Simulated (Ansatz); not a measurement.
The starting structures come from a database of crystals and need not be the phases stable at ambient conditions.

 Where the default PAW files enter, the runs use the earlier of Ansatz's two default sets.

By PBEsol, the system below comes out a metal.

A figure of merit of an interconnect metal is its ballistic conductance per area.

Input:

```xyz
4
Lattice="3.9103 0.0000 0.0000 0.0000 4.3723 0.0000 0.0000 2.1862 5.2838" Properties=species:S:1:pos:R:3 pbc="T T T"
Y      2.9327     2.1862     3.7977
Y      0.9776     4.3723     1.4861
Si     2.9327     2.1862     0.7981
Si     0.9776     4.3723     4.4857
```

Space group of this cell: Cmcm. The cell is strained (lengths across the current scaled by 1.02, ions clamped); by PBEsol its mean pressure is -5.8 GPa.

The current flows along the normal of the first two printed cell vectors. No spin-orbit coupling; the value is a mean over 0.1 eV about the Fermi level.

Task: Predict the ballistic conductance per area from PBEsol (Ansatz, an electronic-structure program).

Result: 0.29 × 10¹⁵ S/m² for both spins.
